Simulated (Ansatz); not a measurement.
System: rutile MgH2. Method: RPBE (PAW; Ansatz, a program for electronic structure).

Numerical settings: plane-wave cutoff 520 eV, 8×8×12 k mesh (along the axes of the cell as run), Fermi–Dirac smearing 0.01 eV, scalar-relativistic PAW data made under PBE.

Computed at the level's own relaxed cell.

```
MgH2
1.0
    4.57417     0.00000     0.00000
    0.00000     4.57417     0.00000
    0.00000     0.00000     3.03812
Mg H
2 4
Direct
  0.00000   0.00000   0.00000
  0.50000   0.50000   0.50000
  0.30458   0.30458   0.00000
  0.80458   0.19542   0.50000
  0.19542   0.80458   0.50000
  0.69542   0.69542   0.00000
```

Task: List the 8 lowest band energies at Γ above −25 eV (eV, relative to the valence band maximum), grouping those that round alike.

Result: At Γ: -6.14, -1.37 (×2), -0.41, 4.97, 5.04, 9.12 (×2).
